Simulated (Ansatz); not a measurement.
Take Be in the hcp (Mg type) structure (space group P6_3/mmc, No. 194; relaxed with 0.1 eV smearing) as the base.

```
CELL_PARAMETERS angstrom
      2.25515     0.00000     0.00000
     -1.12758     1.95302     0.00000
      0.00000     0.00000     3.55800
ATOMIC_POSITIONS crystal
  Be 0.66667 0.33333 0.75000
  Be 0.33333 0.66667 0.25000
```

Cartesian axes are those of the cell as printed.

All numbers come from Ansatz (a quantum-chemistry and plane-wave program) PBEsol, without spin-orbit coupling.

The change: the cell is compressed by 3.00 % along x with no lateral relaxation; the atoms relax in the strained cell.

Predict the stress tensor and what it implies for the stiffness.

Stress of the strained cell less that of the base (GPa, compression positive):
```
   11.1     0.0     0.0
    0.0     0.6     0.0
    0.0     0.0     0.1
```

Then −Δσ_ii/ε with ε = -0.0300 gives secant stiffness values (nonlinear terms included at this strain): C11 ≈ 369 GPa and C12 ≈ 19 GPa.

As a check, the harmonic strain energy −½ V₀ Δσ:ε is 8.1 meV/atom; the computed energy rise is 7.8 meV/atom.

Whether these cells are dynamically stable was not tested.
